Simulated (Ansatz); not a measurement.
Consider an 18-atom supercell of TaSi2 (space group P6_222, No. 180; a = 4.760 Å, c = 6.562 Å) at its relaxed geometry.

Method: PBEsol/PAW in Ansatz (an electronic-structure program), spin-orbit coupling left out, earlier PAW set.

Before the change:

| Property | Result |
|---|---|
| Mean distance from the defect site to its nearest host atoms | 4.91 bohr |
| Pressure | 0.0 GPa |

Perturbation: a neutral W on a Ta site, atoms relaxed at fixed cell, starting from a slightly rattled geometry.

Tabulated Pauling electronegativity and covalent radius: Ta 1.50, 1.70 Å; W 2.36, 1.62 Å.

**Question.** How does this affect the largest displacement of a host atom from its site in the perfect cell?

**Answer.** The largest displacement of a host atom from its site in the perfect cell is 0.02 Å.

**Question.** Predict the new mean distance from the defect site to its nearest host atoms.

**Answer.** The mean distance from the defect site to its nearest host atoms decreases by 0.03 bohr to 4.88 bohr.

**Question.** How does this affect the pressure?

**Answer.** The pressure goes from zero to -2.3 GPa.

The cell is small, so the values are those of an ordered compound at a high defect concentration; dilute-limit values will differ. The final runs are not spin-polarised. An odd electron count without spin: Ta5WSi12 and TaSi2. The defect cell is not spin-polarised.
